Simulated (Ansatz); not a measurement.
The starting structures come from a database of crystals and need not be the phases stable at ambient conditions.

Inside the gap of an insulator the Bloch states are evanescent, with a wavenumber k + iκ along the transport direction.

Data:

```xyz
19
Lattice="3.8179 0.0000 0.0000 1.9090 16.4985 0.0167 0.0000 0.4379 3.7927" Properties=species:S:1:pos:R:3 pbc="T T T"
Ti     1.9090     0.2190     1.8964
Ti     1.9090     4.3926     1.4145
Ti     3.8179    12.5439     2.3950
Bi     3.8179     7.3049     2.9999
Bi     1.9090     9.6315     0.8096
Bi     3.8179     2.6027     3.5428
Bi     1.9090    14.3338     0.2667
O      3.8179    14.7711     2.1378
O      1.9090     2.1653     1.6716
O      1.9090     4.2092     3.3573
O      3.8179    12.7272     0.4522
O      3.8179     3.9903     1.4609
O      1.9090    12.9461     2.3485
O      0.0000     0.2190     1.8964
O      1.9090     0.0000     0.0000
O      1.9090     8.5777     2.8529
O      3.8179     8.3587     0.9565
O      3.8179    10.7757     2.5991
O      1.9090     6.1607     1.2103
```

Space group of this cell: I4/mmm. The cell was relaxed by PBE-D3(BJ); by r2SCAN its mean pressure is -1.3 GPa.

Transport runs along the normal of the first two printed cell vectors, the (101) plane of the conventional cell.

The gap is the functional's own, uncorrected, and κ follows it; spin-orbit coupling is left out. Mid-gap values are interpolated between the computed energies.

Task: Predict the band gap and the smallest decay constant κ at mid-gap from r2SCAN (Ansatz, a first-principles code).

Result: Gap 2.11 eV on a 8×8×8 mesh; κ = 0.251 1/Å, at the zone centre.
